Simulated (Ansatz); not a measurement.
System: A15 Nb₃Sn (cubic form, which distorts at low temperature). Method: r²SCAN+rVV10 in Ansatz (plane waves, PAW).

Numerical settings: plane-wave cutoff 560 eV, 10×10×10 k mesh, Fermi–Dirac smearing 0.05 eV, no spin polarisation, scalar-relativistic PAW data made under PBE.

Pressure at four volumes; x = ln(V/18.498 Å³). One pressure is withheld.

```
V (Å³/atom)        x  P (GPa)
-----------  -------  -------
17.388       -0.0619    12.21
18.498        0.0000     0.00
19.238        0.0392    -6.29
19.608        0.0583        ?
```

**Question.** Pass a parabola P(x) through the three rows shown, estimate the bulk modulus and its pressure derivative near zero pressure, and predict the withheld pressure.

**Answer.** Slopes between the rows: (0.00 − (12.21))/(0.0000 − (-0.0619)) = -197.25 and (-6.29 − (0.00))/(0.0392 − (0.0000)) = -160.46 GPa. Their difference over the span 0.1011 is c = 36.79/0.1011 = 363.9 GPa, so P(x) = 12.21 + (-197.25)(x − (-0.0619)) + 363.9 (x − (-0.0619))(x − (0.0000)). At the middle row B = −dP/dx = −[-197.25 + 363.9 × 0.0619] = 174.7 GPa, and B′ = dB/dP = 2c/B = 4.2. At x = 0.0583 the parabola gives -8.95 GPa; the run gives -8.99 GPa. The Birch–Murnaghan fit to the energies at all volumes has B0 = 174 GPa and B′ = 4.1.

Measured, for comparison: bulk modulus 165 GPa (4 K, zero-point motion not removed; as tabulated in Lu and Klein (1997), arXiv:cond-mat/9704251). Computed (rounded) less measured: bulk modulus +5 %.

Note: symmetry holds this phase in the static calculation, where it need not be a minimum.

Spin–orbit coupling is not included.

Ansatz is an electronic-structure program.
